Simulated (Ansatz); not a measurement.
Cubic perovskite BaHfO3, treated with RPBE (Ansatz, a program for electronic structure, PAW).

Numerical settings: plane-wave cutoff 520 eV, 8×8×8 k mesh, Fermi–Dirac smearing 0.01 eV, scalar-relativistic PAW data made under PBE.

The cell has the measured lattice: a = b = c = 4.1710 Å, α = β = γ = 90.00°.

Q: Estimate the band gap and smallest direct gap on the k points sampled that the calculation returns.

A: 
- band gap: 3.75 eV
- smallest direct gap on the k points sampled: 3.85 eV

Note: cell and atoms aren't relaxed at this level (pressure 8.0 GPa).

Spin–orbit coupling is not included.

Static lattice: no zero-point or thermal effects.

Computing time: very roughly 16 core-seconds.
